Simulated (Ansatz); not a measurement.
# W, thickness series

The reference is W in the fcc (Cu type) structure (space group Fm-3m, No. 225; a = 3.998 Å). Axes: x, y, z lie along the cube axes.

Free-standing slabs (1 atom(s) a layer) normal to [111] with 15 Å of vacuum; in-plane cell held at bulk.

All numbers come from Ansatz (a program for electronic structure), PBEsol, PAW, cutoff 420 eV, without spin-orbit coupling.

Notes on the quantities. excess energy per area of both faces: slab less bulk energy over the cell's area: twice a surface energy; uncertain by up to 0.2 J/m²; layer's space group: with vacuum.

| case | excess energy per area of both faces | thickness between the outermost nuclei | shortest interatomic distance | layer's space group |
|---|---|---|---|---|
| base | – | – | 2.827 Å | – |
| 1 layer | – | – | 2.827 Å | P6/mmm (No. 191) |
| 2 layers | 5.96 J/m² | 2.30 Å | 2.823 Å | P-3m1 (No. 164) |
| 3 layers | 5.9 J/m² | 4.65 Å | 2.827 Å | P-3m1 (No. 164) |
| 4 layers | 5.9 J/m² | 6.98 Å | 2.827 Å | P-3m1 (No. 164) |
| 5 layers | 5.8 J/m² | 9.30 Å | 2.827 Å | P-3m1 (No. 164) |
| 6 layers | 5.9 J/m² | 11.63 Å | 2.812 Å | P-3m1 (No. 164) |
| 7 layers | 5.9 J/m² | 13.87 Å | 2.813 Å | P-3m1 (No. 164) |

The excess energy carries the mismatch between the slab's and the bulk's meshes. No phonon test of stability was made. The final runs are not spin-polarised. This is not the structure that W has at room temperature and ambient pressure.
